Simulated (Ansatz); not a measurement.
Functionals compared on OH on the 1x1 (101) surface of anatase TiO2 (cut with top plane O), one in a 2x1 cell, started at the site 'bridge O-O (span 2.8 Å)', in Ansatz (plane waves, PAW). The structure was relaxed with PBE; the other rows are single points on it, each with its references at the same level. Cutoff 420 eV (500 eV for r2SCAN). The points keep PBE's geometry, so the relaxation of a polaron and the settling of charge on one site are left out.

Host crystal: anatase TiO2, with a band gap (PBE, scalar-relativistic without spin-orbit coupling).

Model: 38-atom slab, 9.4 Å thick at the start under the adsorbate (thin: gaps and levels are the slab's own), 3x4x1 mesh, Fermi-Dirac 0.01 eV, dipole correction, 14 atoms held, the rest relaxed; no symmetry held; spin-polarised, ending with about 1.0 μB a cell; orders that need a larger cell were not tried, no spin-orbit, no U, no dispersion correction. At the end it is bonded to Ti. In PBE this state lies 0.06 eV over the lowest of the starts that converged ('top O #2'). These notes are the PBE run's. r2SCAN: The program's check for a lower electronic state was not made. Adsorption energies are against H2O(g) − ½ H2(g). A negative adsorption energy means that the adsorbate is more stable on the surface than in its reference.

```csv
functional,adsorption energy (eV),gap of the slab on its k-mesh (eV),highest filled level below the top vacuum level (eV),magnetic moment of the cell (μB),rough cost of the single point
PBE,2.35,0.80,7.14,1.00,–
RPBE,2.46,0.83,7.02,1.00,around 11 core-minutes (rough)
r2SCAN,___,___,___,1.00,about 10 core-minutes (a rough figure)
```

Question: Fill in the missing entries.

Answer: 
- r2SCAN, adsorption energy (eV): 2.17
- r2SCAN, gap of the slab on its k-mesh (eV): 1.37
- r2SCAN, highest filled level below the top vacuum level (eV): 7.30

Ansatz is a first-principles code.
